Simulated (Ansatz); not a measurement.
HgSe under a change: Hg → Pt

Base system: HgSe in the zinc blende structure (space group F-43m, No. 216; a = 6.133 Å).

Perturbation: Pt takes the place of Hg on all its sites, then cell and atoms are relaxed.

All numbers come from Ansatz (a first-principles code), PBEsol, PAW, cutoff 420 eV, without spin-orbit coupling, earlier PAW set. Γ-centred 14×14×14 mesh, Fermi–Dirac width 0.05 eV, for the changed cell.

The volume per atom decreases by 6.74 Å³ (28.84 Å³ → 22.10 Å³) and the density increases by 2.25 g/cm³ (8.05 g/cm³ → 10.30 g/cm³). The lattice parameter a shrinks by 0.5207 Å to 5.613 Å and the shortest interatomic distance shrinks by 0.2255 Å (2.656 Å → 2.430 Å). The band gap stays zero.

Spin-orbit coupling, missing from the scalar runs, can matter with Hg. No phonon test of stability was made. As relaxed here, PtSe is a hypothetical phase, not in the database extracts checked. The final runs are not spin-polarised. PtSe has a high density of states at the Fermi level and may be magnetic at this level. The zero or small gap of HgSe can change with the level of theory.
